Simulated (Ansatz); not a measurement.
Consider interstitial Sr in monoclinic HfO2, charge state +2. Computed with PBE, PAW (plane waves to 420 eV; Ansatz, an electronic-structure program).

Cell of 96 host sites held at the relaxed PBE lattice; the Γ point alone; Fermi-Dirac width 0.01 eV, spin-restricted; finite-size errors left in. Energies are static. Spin-orbit coupling is left out. The charge state is imposed; whether it is stable for some Fermi level was not computed. Sites that were not tried may lie lower.

Barriers: single points on a 2×2×2 k-point mesh shifted by half a step at the bands' geometries.

The step: a concerted move, in which Sr travels most. Atoms about the jump, Cartesian Å from the middle of the jump, before and after:

```csv
atom,x0,y0,z0,x1,y1,z1
Sr1,0.22,-1.12,-1.32,-0.22,1.12,1.32
O2,0.77,-0.39,0.85,1.01,-0.61,0.71
O3,-1.70,-0.03,-0.71,-1.48,0.02,-0.67
O4,0.29,2.19,-0.21,0.47,2.40,-0.35
O5,1.46,0.61,-1.93,1.31,0.43,-1.82
Hf6,-0.46,1.70,-2.13,-0.44,1.58,-2.09
Hf7,-1.18,-1.56,0.89,-0.91,-1.70,0.51
O8,-2.06,2.66,-1.12,-2.01,2.68,-1.05
O9,-2.09,-0.02,1.92,-2.15,0.03,1.93
Hf10,2.06,1.15,0.10,2.29,1.08,-0.08
O11,-1.03,-0.02,-3.31,-1.15,0.03,-3.41
Hf12,-3.24,1.09,0.15,-3.24,1.07,0.16
```

Predict the transition state.


```
atom      x      y      z
----  -----  -----  -----
Sr1   -0.35   0.23  -0.44
O2     1.13  -0.46   0.87
O3    -2.34  -0.65  -0.57
O4     0.49   2.30  -0.29
O5     1.40   0.59  -1.91
Hf6   -0.30   1.84  -2.45
Hf7   -1.26  -1.97   0.75
O8    -1.89   2.40  -1.22
O9    -1.94  -0.14   1.86
Hf10   2.33   1.17   0.12
O11   -1.13   0.12  -3.32
Hf12  -3.39   1.05   0.09
```
It lies 3.56 eV above the start and 3.56 eV above the end. The saddle point's order was not checked.
